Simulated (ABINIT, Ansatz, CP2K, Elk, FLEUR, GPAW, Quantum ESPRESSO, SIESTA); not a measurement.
## One structure in several programs: SrAlGe (P-6m2, 3 atoms in the cell)

Self-consistent single point, at a second geometry (lattice scaled by 0.98). First geometry:

```yaml
crystal:
  lattice:
    - [4.29652, 0.00000, 0.00000]
    - [-2.14826, 3.72090, 0.00000]
    - [0.00000, 0.00000, 4.77902]
  atoms:
    - { symbol: Sr, position: [0.00000, 0.00000, 0.00000] }
    - { symbol: Al, position: [0.66667, 0.33333, 0.50000] }
    - { symbol: Ge, position: [0.33333, 0.66667, 0.50000] }
```

Shared settings, as Ansatz (an electronic-structure program) writes them: kpoints.mp_grid.grid = 6 6 5; scf.occupations.method = fermi_dirac; scf.occupations.width = 0.05 eV. Potentials and cutoffs stand in the table.

```json
[
 {"code": "Elk", "model": "PBEsol, all-electron FP-LAPW, Elk's shipped species files, APW+lo basis with extra local orbitals", "ΔF from the first geometry (meV/atom)": "6.3", "pressure (GPa)": "–", "cutoff": "rgkmax 7.5"},
 {"code": "CP2K", "model": "PBEsol, GPW, DZVP-MOLOPT-SR-GTH basis, GTH-PBE potentials (GTH_POTENTIALS)", "ΔF from the first geometry (meV/atom)": "19.6", "pressure (GPa)": "4.00", "cutoff": "grid 500 Ry"},
 {"code": "ABINIT", "model": "PBEsol, norm-conserving pseudopotentials (PseudoDojo nc-sr-04 PBEsol standard)", "ΔF from the first geometry (meV/atom)": "3.9", "pressure (GPa)": "2.20", "cutoff": "1061 eV"},
 {"code": "Quantum ESPRESSO", "model": "PBEsol, PseudoDojo standard norm-conserving (PBESOL) pseudopotentials", "ΔF from the first geometry (meV/atom)": "3.9", "pressure (GPa)": "2.20", "cutoff": "80 Ry"},
 {"code": "SIESTA", "model": "GGA PBEsol, numerical atomic orbitals DZP, PseudoDojo PBEsol standard norm-conserving potentials (rewritten from UPF to PSML)", "ΔF from the first geometry (meV/atom)": "43.4", "pressure (GPa)": "6.72", "cutoff": "grid 400 Ry"},
 {"code": "GPAW", "model": "PBEsol, GPAW PAW datasets PBEsol (made by gpaw-setup)", "ΔF from the first geometry (meV/atom)": "8.2", "pressure (GPa)": "2.70", "cutoff": "600 eV"},
 {"code": "FLEUR", "model": "PBEsol, all-electron FLAPW (FLEUR), scalar-relativistic valence", "ΔF from the first geometry (meV/atom)": "6.6", "pressure (GPa)": "–", "cutoff": "Kmax 4.6 1/bohr"},
 {"code": "Ansatz", "model": "PBEsol, PAW files made with PBE", "ΔF from the first geometry (meV/atom)": "4.0", "pressure (GPa)": "2.21", "cutoff": "default"}
]
```

A dash marks a value that a program does not give, or that is left out as unsure.

The spread over the programs that give each value: ΔF from the first geometry within 39.5 meV/atom; pressure within 4.52 GPa.

CP2K and SIESTA use small atom-centred bases, whose incompleteness enters pressures, forces and empty levels differently from a plane-wave cutoff. Elk and FLEUR treat all electrons, but the usual bases taken here (sphere radii, linearisation, local orbitals, empty states) were not tested for convergence, so the values are no reference for the others. Ansatz's pressure is given at a fixed set of plane waves, as the other plane-wave codes print theirs. In the pressure, CP2K (by 1.79) and SIESTA (by 4.51) lie more than 1 GPa from the median of the plane-wave programs.

The starting cell comes from a database of computed structures (which also holds hypothetical and non-ambient phases and stackings), without a prior relaxation at this level. For this run, on top of that: lattice scaled by 0.98.

Keys are those of Ansatz 0.2.
